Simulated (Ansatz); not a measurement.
```xyz
36
Lattice="23.5000 0.0000 0.0000 0.0000 23.5000 0.0000 0.0000 0.0000 3.0177" Properties=species:S:1:pos:R:3 pbc="T T T"
O     17.6417    12.7665     1.5088
O     15.6174    13.1520     3.0177
Ti    16.8535    11.7170     0.0000
O     14.3984    14.8979     1.5088
Ti    16.1863    14.2731     1.5088
O     16.3442    15.5762     3.0177
O     13.8156    17.3606     1.5088
O     12.4696    15.8003     3.0177
Ti    14.3304    16.1532     3.0177
O     10.3480    15.6174     1.5088
Ti    11.7830    16.8535     1.5088
O     10.7335    17.6417     0.0000
O      7.9238    16.3442     1.5088
O      8.6021    14.3984     3.0177
Ti     9.2269    16.1863     3.0177
O      7.6997    12.4696     1.5088
Ti     7.3468    14.3304     1.5088
O      6.1394    13.8156     3.0177
O      5.8583    10.7335     1.5088
O      7.8826    10.3480     3.0177
Ti     6.6465    11.7830     0.0000
O      9.1016     8.6021     1.5088
Ti     7.3137     9.2269     1.5088
O      7.1558     7.9238     3.0177
O      9.6844     6.1394     1.5088
O     11.0304     7.6997     0.0000
Ti     9.1696     7.3468     3.0177
O     13.1520     7.8826     1.5088
Ti    11.7170     6.6465     1.5088
O     12.7665     5.8583     3.0177
O     15.5762     7.1558     1.5088
O     14.8979     9.1016     3.0177
Ti    14.2731     7.3137     3.0177
O     15.8003    11.0304     1.5088
Ti    16.1532     9.1696     1.5088
O     17.3606     9.6844     3.0177
```

Levels: PBE (plane waves to 420 eV, PAW; Ansatz, a program for electronic structure); r2SCAN (plane waves to 500 eV, PAW; Ansatz); Ansatz with HSE06. Unmarked values and the geometry are of the first. Mesh 1×1×12. No spin polarisation, so a magnetic state wasn't tested. Periodic along z alone, with about 11 Å of vacuum beside it. A model structure. Only distortions within the start's symmetry and period were free. HSE06 ran on a 1×1×6 mesh and at PBE's edge points. Buckling under compression is shut out by symmetry and the short period.

Task: Say what this body is, and give its properties.

Result: (6,6) TiO2 nanotube. A hypothetical model, rolled from the flat sheet.
| Quantity | Value |
|---|---|
| mean diameter | 10.13 Å |
| radii of the innermost and outermost atoms | 4.11 and 5.98 Å |
| energy over the flat sheet | +118 meV/atom |
| PBE gap | 2.57 eV, indirect, from k = 0.323 × 2π/c to k = 0.052 × 2π/c |
| electron mass along the axis (PBE) | 1.2 mₑ |
| hole mass along the axis (PBE) | 1.0 mₑ |
| valence and conduction edges under the vacuum level (PBE) | 7.21 and 4.65 eV |
| r2SCAN gap at this geometry | 2.93 eV |
| HSE06 gap at this geometry | 4.12 eV |
| axial stiffness dF/dε | 420 nN |
